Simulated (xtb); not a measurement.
xtb 6.7.1, GFN2-xTB: Mo(S)2(NH2)(NMe2) (C[N](C)[Mo]([NH2])(=[S])=[S]), 15 atoms. The geometry is a generated start, not checked to be a minimum at this level.

```
Item                      Result
-----------------  -------------
run flags                 --grad
method                  GFN2-xTB
--acc                1 (default)
--etemp (K)        300 (default)
basis functions               54
valence electrons             44
```

```xyz
15

Mo    -0.6247    -0.4965     1.2048
S     -1.1225     1.0540     2.6115
S      0.3496    -2.1475     2.1788
N     -2.2463    -1.1179     0.3828
H     -3.0661    -0.5472     0.1703
H     -2.4718    -2.0888     0.1696
N      0.4971     0.2361    -0.1362
C      0.4133     1.6087    -0.5951
C      1.5636    -0.4651    -0.8229
H      1.3562     2.1396    -0.4044
H      0.2145     1.6437    -1.6747
H     -0.3964     2.1264    -0.0703
H      1.3962    -0.4553    -1.9088
H      2.5328     0.0129    -0.6246
H      1.6045    -1.5031    -0.4806
```

Charge 0 and multiplicity 1 are set for this test and not shown to be the ground state.

One run each on 1 thread. Values of broydamp tried: 0.02, 0.05, 0.1, 0.2, 0.4 (default), 0.6, 0.8, 1.

Question: Predict the course of the SCC iterations along this series.

Answer: Fewest SCC iterations: 0.2 with 16. The count rises to 25 at 0.02. All converge to one solution.

```tsv
broydamp	SCC iterations	end
0.02	25	same solution
0.05	21	same solution
0.1	18	same solution
0.2	16	same solution
0.4 (default)	18	same solution
0.6	19	same solution
0.8	21	same solution
1	21	same solution
```
